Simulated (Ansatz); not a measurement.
# Effect of pressure 1.5 GPa on Na

Consider Na in the hcp (Mg type) structure (space group P6_3/mmc, No. 194; a = 3.7181 Å, c = 6.0752 Å).

One thing is altered: cell and atoms relaxed at a pressure of 1.5 GPa.

The values are results of PBEsol, PAW, 420 eV (Ansatz, a quantum-chemistry and plane-wave program; no spin-orbit coupling), not measurements. Settings: 14×14×8 k-points, 0.05 eV Fermi–Dirac smearing.

```csv
quantity,base,changed,shift
volume per atom,36.37 Å³,31.42 Å³,-4.95 Å³
density,1.05 g/cm³,1.22 g/cm³,+0.17 g/cm³
lattice parameter a,3.718 Å,3.541 Å,-0.177 Å
shortest interatomic distance,3.718 Å,3.541 Å,-0.177 Å
enthalpy H = E + PV relative to the base's energy,–,+0.31 eV/atom,–
band gap,zero,zero,–
```

Load acts through the strain it causes; cell and atoms are relaxed under it. Stability against distortions was not tested. This is not the structure that Na has at room temperature and ambient pressure.
